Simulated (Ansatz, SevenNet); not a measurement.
For ZnS (model structure, started from the NiAs type, P6₃/mmc, No. 194, 4 atoms in the cell), the machine-learned potential SevenNet-l3i5 (trained on PBE and PBE+U data) gives:

```
Item                              Value
------------------------------  -------
equilibrium lattice constant a  3.619 Å
lattice parameter c             5.924 Å
```

What does r²SCAN in Ansatz (PAW) give for the same quantities?


- lattice constant a: 3.590 Å (drops by 0.8 %)
- lattice parameter c: 5.880 Å (shrinks by 0.7 %)

Changes are worked out from the printed values.

Unless a cell is named, each level is at its own relaxed cell (SevenNet-l3i5 16.80, r²SCAN 16.40 Å³/atom).

Ansatz's density-functional and Hartree–Fock values are scalar-relativistic unless marked +SOC, with PAW data made under PBE.

A model structure was made by putting elements into a prototype or built by hand; it is no filed structure, need not be a known phase, and can be a saddle point held by its symmetry.

Ansatz is a quantum-chemistry and plane-wave program.
